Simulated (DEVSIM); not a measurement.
Device: Si p-i-n diode, at 250 K.

| layer (left to right) | material | thickness (μm) | Nd (cm⁻³) | Na (cm⁻³) | τn (s) | τp (s) |
|---|---|---|---|---|---|---|
| 1 | Si | 0.290 | - | 1.1e18 | 0.00015 | 0.00015 |
| 2 | Si | 0.470 | 1.3e12 | - | 0.00015 | 0.00015 |
| 3 | Si | 4.10 | 1.8e18 | - | 0.00015 | 0.00015 |

Left contact: ohmic. Right contact: ohmic. Voltage is applied to the left contact. Recombination: SRH at mid-gap, radiative, Auger. Mobility is constant in doping.

The device is made up for the run: typed textbook-type constants, with dimensions and the other settings drawn at random. Values at 300 K; Nc and Nv go as T^1.5, mobilities as T to minus their exponent, the gap by Varshni's rule with the affinity fixed.

```csv
parameter,Si
gap (eV),1.124
affinity (eV),4.05
permittivity,11.7
Nc (cm⁻³),2.86e19
Nv (cm⁻³),3.1e19
μn (cm²/Vs),1417
μp (cm²/Vs),470
T exponent of μn,2.3
T exponent of μp,2.2
B (cm³/s),4.7e-15
Cn (cm⁶/s),2.8e-31
Cp (cm⁶/s),9.9e-32
Varshni α (eV/K),0.000473
Varshni β (K),636
```

DEVSIM, 1D drift-diffusion, Boltzmann statistics, complete ionisation; no tunnelling, impact ionisation, image-force lowering or self-heating.

Tabulate band edges, carrier densities and field at 0.9 V on the left contact.

Energies count from the Fermi level of the right contact; mesh points crowd at the junctions.

```csv
x (μm),Ec (eV),Ev (eV),n (cm⁻³),p (cm⁻³),field (V/cm)
0.000,0.170,-0.966,< 1e2,1.1e18,≈ 0
0.02813,0.170,-0.966,6.6e14,1.1e18,≈ 0
0.07979,0.170,-0.966,1.9e15,1.1e18,≈ 0
0.1770,0.170,-0.966,4.2e15,1.1e18,≈ 0
0.2622,0.170,-0.966,6.1e15,1.1e18,-23
0.2892,0.154,-0.982,1.4e16,5.1e17,-42000
0.3169,0.117,-1.019,8.1e16,9.4e16,-1800
0.4023,0.116,-1.020,8.8e16,8.8e16,30
0.5435,0.116,-1.020,8.9e16,8.9e16,30
0.6697,0.116,-1.020,9.1e16,9.1e16,28
0.7305,0.115,-1.021,9.8e16,8.6e16,-1600
0.7654,0.055,-1.081,1.6e18,5.3e15,-11000
0.8023,0.052,-1.084,1.8e18,4.6e15,≈ 0
0.8790,0.053,-1.084,1.8e18,4.5e15,≈ 0
1.161,0.053,-1.083,1.8e18,4.2e15,≈ 0
1.652,0.053,-1.083,1.8e18,3.7e15,≈ 0
2.789,0.053,-1.083,1.8e18,2.4e15,≈ 0
3.920,0.053,-1.083,1.8e18,1.1e15,≈ 0
4.546,0.054,-1.083,1.8e18,3.6e14,≈ 0
4.734,0.054,-1.083,1.8e18,1.5e14,≈ 0
4.817,0.054,-1.082,1.8e18,5.0e13,≈ 0
4.860,0.054,-1.082,1.8e18,< 1e2,≈ 0
```
